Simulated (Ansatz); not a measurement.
# What pressure 0.7 GPa does to hypothetical rock salt CrGe

Consider CrGe in the rock salt structure (space group Fm-3m, No. 225; a = 4.933 Å; ferromagnetic; a hypothetical phase, not in the database extracts checked).

The change: a hydrostatic pressure of 0.7 GPa.

The values are results of Ansatz (an electronic-structure program) PBEsol, no spin-orbit coupling, not measurements. Γ-centred 16×16×16 mesh, Fermi–Dirac width 0.05 eV.

```tsv
quantity	base	changed	shift
volume per atom	15.01 Å³	14.93 Å³	-0.08 Å³
density	6.89 g/cm³	6.93 g/cm³	+0.04 g/cm³
lattice parameter a	4.933 Å	4.924 Å	-0.009 Å
shortest interatomic distance	2.467 Å	2.462 Å	-0.005 Å
enthalpy H = E + PV relative to the base's energy	–	+0.07 eV/atom	–
band gap	zero	zero	–
magnetic state	ferromagnetic	ferromagnetic	–
largest site moment	2.06 μB	2.05 μB	-0.01 μB
```

Other magnetic orders, which the real material may have, were not ruled out. Load acts through the strain it causes; cell and atoms are relaxed under it. No phonon test of stability was made.
